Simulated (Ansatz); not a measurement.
# Fermi-surface data of W (I4/mmm)

Given:

```yaml
crystal:
  lattice:
    - [-1.57955, 1.57955, 1.56971]
    - [1.57955, -1.57955, 1.56971]
    - [1.57955, 1.57955, -1.56971]
  atoms:
    - { symbol: W, position: [0.00000, 0.00000, 0.00000] }
```

Level of theory: PBEsol, rigid bands (plane waves, PAW, scalar-relativistic; Ansatz, a quantum-chemistry and plane-wave program). Condition of this run: uniaxial stress zz = 2 GPa (compression positive) (the target of the relaxation). Cell: cell and atoms relaxed with PBEsol, then loaded as said.

The density of states at the Fermi level comes out as 0.441 states/(eV·cell), both spins and the bare Sommerfeld coefficient is 1.04 mJ/(mol of atoms·K²). The drude plasma energy comes out as 7.8 eV and the root-mean-square Fermi velocity is 9.1e5 m/s. The resistivity times τ is 8.0 ×10⁻²² Ω·m·s.

A metal at this level (no band gap); rigid bands, thermally averaged at 300 K, both spins. Spin-orbit coupling is left out, which matters with elements this heavy. τ is one relaxation time for all states.
